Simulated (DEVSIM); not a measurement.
Structure: abrupt In0.53Ga0.47As n-p junction, at 400 K.

```
layer (left to right)        material  thickness (μm)  Nd (cm⁻³)  Na (cm⁻³)  τn (s)  τp (s)
---------------------  --------------  --------------  ---------  ---------  ------  ------
1                      In0.53Ga0.47As            37.0     9.4e15          -    2e-8    2e-8
2                      In0.53Ga0.47As            88.0          -     1.7e14    2e-8    2e-8
```

Left contact: ohmic. Right contact: ohmic. Voltage is applied to the left contact. Recombination: SRH at mid-gap, Auger. Mobility is constant in doping.

The device is made up for the run: typed textbook-type constants, with dimensions and the other settings drawn at random. Values at 300 K; Nc and Nv go as T^1.5, mobilities as T to minus their exponent, the gap by Varshni's rule with the affinity fixed.

| parameter | In0.53Ga0.47As |
|---|---|
| gap (eV) | 0.74 |
| affinity (eV) | 4.51 |
| permittivity | 13.9 |
| Nc (cm⁻³) | 2.1e17 |
| Nv (cm⁻³) | 7.7e18 |
| μn (cm²/Vs) | 12000 |
| μp (cm²/Vs) | 300 |
| T exponent of μn | 1.6 |
| T exponent of μp | 1.6 |
| Cn (cm⁶/s) | 5e-29 |
| Cp (cm⁶/s) | 5e-29 |
| Varshni α (eV/K) | 0.00035 |
| Varshni β (K) | 190 |

Model (solved in DEVSIM): 1D drift-diffusion, Boltzmann statistics, complete ionisation; no tunnelling, impact ionisation, image-force lowering or self-heating.

The doping Na of layer 2 was swept, all else fixed.

| doping Na of layer 2 (cm^-3) | potential step across the device at zero bias (V) | largest field in the device at zero bias (V/cm) | dark forward voltage at 1 A/cm² (V) |
|---|---|---|---|
| 5.1e12 | 0.172 | 5500 | 0.110 |
| 1.7e13 | 0.175 | 5500 | [?] |
| 5.1e13 | 0.184 | 5600 | 0.147 |
| 1.7e14 | 0.207 | 5900 | 0.237 |
| 5.1e14 | 0.241 | 6800 | 0.272 |
| 1.7e15 | 0.282 | 9600 | 0.207 |
| 5.1e15 | 0.320 | 15000 | 0.181 |

What belongs in the gaps?


- 1.7e13, dark forward voltage at 1 A/cm² (V): 0.120
